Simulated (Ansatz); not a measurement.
CaO (Fm-3m), PBEsol, rigid bands (Ansatz, a quantum-chemistry and plane-wave program): N_c = 3.77e19 cm⁻³ at 300 K and an electron conductivity mass of 0.556 mₑ.

Question: For 1e16 electrons per cm³ at 300 K, place the Fermi level, estimate the Seebeck coefficient of a parabolic band with constant τ, and give mobility and conductivity for τ = 10 fs.

Answer: The level lies k_BT ln(N_c/n) = 0.213 eV below the conduction-band minimum. S ≈ −(k_B/e)[ln(N_c/n) + 5/2] = -925 μV/K, against -925 μV/K from the full bands (mean over directions). μ = eτ/m = 31.6 cm²/(V·s) and σ = neμ = 0.0507 S/cm. τ is assumed, not computed.

Band transport and this doping are assumed; polarons and phonon drag are left out. Spin-orbit coupling is left out.
